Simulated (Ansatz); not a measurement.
Response to strain in hypothetical zinc blende BaS

The parent structure is BaS in the zinc blende structure (space group F-43m, No. 216; a hypothetical phase, not in the database extracts checked).

```
CELL_PARAMETERS angstrom
      0.00000     3.51779     3.51779
      3.51779     0.00000     3.51779
      3.51779     3.51779     0.00000
ATOMIC_POSITIONS crystal
  S  0.75000 0.75000 0.75000
  Ba 0.00000 0.00000 0.00000
```

Cartesian axes are those of the cell as printed.

Strains are applied to the cell and any free atomic positions relax; under biaxial strain the out-of-plane vector relaxes too; under stress the whole cell relaxes.

Method: Ansatz (a quantum-chemistry and plane-wave program) PBE, without spin-orbit coupling.

```csv
variant,gap character,smallest direct gap,volume per atom
base,"indirect, W → Γ",3.42 eV,43.53 Å³
"biaxial strain −3.23 %, plane normal [001], relaxed out of plane","indirect, M → Γ",3.30 eV,42.85 Å³
"biaxial strain +1.20 %, plane normal [110], relaxed out of plane","indirect, X → Γ",3.36 eV,43.91 Å³
isotropic strain −1.76 %,"indirect, W → Γ",3.45 eV,41.27 Å³
isotropic strain +0.81 %,"indirect, W → Γ",3.35 eV,44.60 Å³
uniaxial strain ε_xx = −1.99 %,"indirect, P → Γ",3.41 eV,42.67 Å³
uniaxial strain ε_zz = −4.46 %,"indirect, P → Γ",3.38 eV,41.59 Å³
"uniaxial stress, 5 GPa compression along x","indirect, Γ–X (60 % along) → Γ",2.13 eV,32.31 Å³
tensor shear ε_xy = +0.25 %,"indirect, X → Γ",3.42 eV,43.53 Å³
"uniaxial stress, 3 GPa compression along x","indirect, Γ–X (60 % along) → Γ",2.42 eV,33.81 Å³
```

A biaxial case was relaxed in a doubled cell and then solved in the primitive one. Beyond what the load breaks, stability against distortions was not tested. Under uniaxial stress, 5 GPa compression along x and uniaxial stress, 3 GPa compression along x the cell changed shape so far that it is another structure. k-point labels follow each cell's own Brillouin zone.
